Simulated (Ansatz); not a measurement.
## Si (diamond structure), cut as (100) film, 11 layers, dimers on {100} faces where they fit, ended by OH

Cell contents Si44O8H8 (60 atoms). Vacuum separates the object from its periodic images.

Calculation: PBE (plane waves to 420 eV, PAW; Ansatz, a quantum-chemistry and plane-wave program).

k-points: Γ-centred 4×4×1 mesh; occupations: Fermi-Dirac, 0.020 eV; spin polarisation not allowed. Scalar-relativistic, no spin-orbit coupling.

 The in-plane lattice is held at the bulk value.

| Property | Result |
|---|---|
| electronic character | not metallic |
| Kohn-Sham band gap | 0.86 eV |
| change of bonding against the cut | none |
| number of neighbours within 2.833 Å (ending not counted) | 3 for 8 atoms, 4 for 36 atoms |
| mean Si-Si distance (least to greatest) | 2.375 Å (2.342 to 2.446) |
| cost of relaxation and final run | roughly 1 core-hours |
